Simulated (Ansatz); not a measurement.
# A computed series for InSb: response to strain

Consider InSb in the zinc blende structure (space group F-43m, No. 216).

```
CELL_PARAMETERS angstrom
      0.00000     3.27796     3.27796
      3.27796     0.00000     3.27796
      3.27796     3.27796     0.00000
ATOMIC_POSITIONS crystal
  Sb 0.75000 0.75000 0.75000
  In 0.00000 0.00000 0.00000
```

Cartesian axes are those of the cell as printed.

Strains are applied to the cell and any free atomic positions relax; under biaxial strain the out-of-plane vector relaxes too.

All numbers come from r2SCAN/PAW in Ansatz (a quantum-chemistry and plane-wave program), without spin-orbit coupling.

Notes on the quantities. pressure: mean of the normal stresses, compression positive; energy relative to the base: free energy F.

| case | space group | pressure | energy relative to the base | shortest interatomic distance |
|---|---|---|---|---|
| base | F-43m (No. 216) | 0.0 GPa | 0 meV/atom | 5.365 bohr |
| biaxial strain −0.78 %, plane normal [001], relaxed out of plane | I-4m2 (No. 119) | ___ | +0.9 meV/atom | 5.352 bohr |
| biaxial strain −0.27 %, plane normal [001], relaxed out of plane | I-4m2 (No. 119) | 0.1 GPa | +0.1 meV/atom | 5.360 bohr |
| biaxial strain +0.38 %, plane normal [001], relaxed out of plane | I-4m2 (No. 119) | -0.2 GPa | +0.2 meV/atom | 5.371 bohr |
| biaxial strain +0.54 %, plane normal [001], relaxed out of plane | I-4m2 (No. 119) | -0.2 GPa | +0.4 meV/atom | 5.374 bohr |
| isotropic strain −2.90 % | F-43m (No. 216) | 4.8 GPa | +41 meV/atom | 5.209 bohr |
| isotropic strain +0.86 % | F-43m (No. 216) | ___ | +3.0 meV/atom | 5.411 bohr |
| uniaxial strain ε_xx = −3.61 % | I-4m2 (No. 119) | 1.7 GPa | ___ | 5.301 bohr |
| uniaxial strain ε_yy = +1.10 % | I-4m2 (No. 119) | -0.5 GPa | +0.8 meV/atom | 5.384 bohr |
| tensor shear ε_xz = +1.45 % | Imm2 (No. 44) | 0.0 GPa | +2.7 meV/atom | ___ |

**Question.** Some entries are withheld; estimate them.

**Answer.** 
- biaxial strain −0.78 %, plane normal [001], relaxed out of plane, pressure: 0.3 GPa
- isotropic strain +0.86 %, pressure: -1.0 GPa
- uniaxial strain ε_xx = −3.61 %, energy relative to the base: +9.4 meV/atom
- tensor shear ε_xz = +1.45 %, shortest interatomic distance: 5.347 bohr

Stability against distortions was not tested. The final runs are not spin-polarised.
